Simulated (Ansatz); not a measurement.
The cell is built on a prototype and need not be the phase stable at ambient conditions.

By PBEsol, the system below comes out a metal.

The ballistic (Sharvin) conductance counts the channels at the Fermi level: G/A = (e²/h) × channels of both spins per area.

```
SnSi
1.0
    3.45050     0.00000     0.00000
    0.00000     4.87974     0.00000
    0.00000     2.43987     2.43987
Sn Si
1 1
Direct
  0.00000   0.00000   0.00000
  0.50000   0.50000   0.00000
```

Space group of this cell: Pm-3m, CsCl type. The cell was relaxed by PBE-D3(BJ).

The current flows along the normal of the first two printed cell vectors. No spin-orbit coupling; the value is a mean over 0.1 eV about the Fermi level.

**Question.** Compute, with PBEsol in Ansatz (an electronic-structure program), the ballistic conductance per area.

**Answer.** 1.6 × 10¹⁵ S/m² for both spins.
